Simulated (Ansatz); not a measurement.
Pair distribution function (total) of Au (fcc), cell Au32, started from the crystal [in the run: it stayed crystalline; mean temperature 839 K (target 840 K); density 16.75 g/cm³, volume +15 % from the start crystal's; mean pressure -0.4 GPa against a target of 0; 2×2×2 k-points, which a denser mesh shifts by -0.7 GPa in pressure and 0.03 eV/Å in forces], from MD at 839 K. Computed with PBE, large-core Au (plane waves, PAW; Ansatz, a quantum-chemistry and plane-wave program). Volume per atom 19.52 Å³, mean pressure -0.4 GPa. 

(r (Å), g(r)): (1.90, 0.00); (1.94, 0.00); (1.98, 0.00); (2.02, 0.00); (2.06, 0.00); (2.10, 0.00); (2.14, 0.00); (2.18, 0.00); (2.22, 0.00); (2.26, 0.00); (2.30, 0.00); (2.34, 0.00); (2.38, 0.00); (2.42, 0.01); (2.46, 0.01); (2.50, 0.06); (2.54, 0.16); (2.58, 0.37); (2.62, 0.77); (2.66, 1.34); (2.70, 1.72); (2.74, 2.50); (2.78, 2.98); (2.82, 3.43); (2.86, 3.51); (2.90, 3.70); (2.94, 3.44); (2.98, 3.39); (3.02, 3.17); (3.06, 2.92); (3.10, 2.58); (3.14, 2.30); (3.18, 1.94); (3.22, 1.68); (3.26, 1.48); (3.30, 1.31); (3.34, 1.07); (3.38, 0.99); (3.42, 0.86); (3.46, 0.72); (3.50, 0.59); (3.54, 0.53); (3.58, 0.47); (3.62, 0.45); (3.66, 0.40); (3.70, 0.33); (3.74, 0.34); (3.78, 0.35); (3.82, 0.34); (3.86, 0.35); (3.90, 0.33); (3.94, 0.42); (3.98, 0.41); (4.02, 0.51); (4.06, 0.50); (4.10, 0.59); (4.14, 0.64); (4.18, 0.63); (4.22, 0.63)

From the above, determine where the first shell ends and the number of neighbours in it.

first minimum near 3.8 Å (g down to about 0.33); 12.3 neighbours in the shell, from n = 4πρ∫r²g(r)dr.
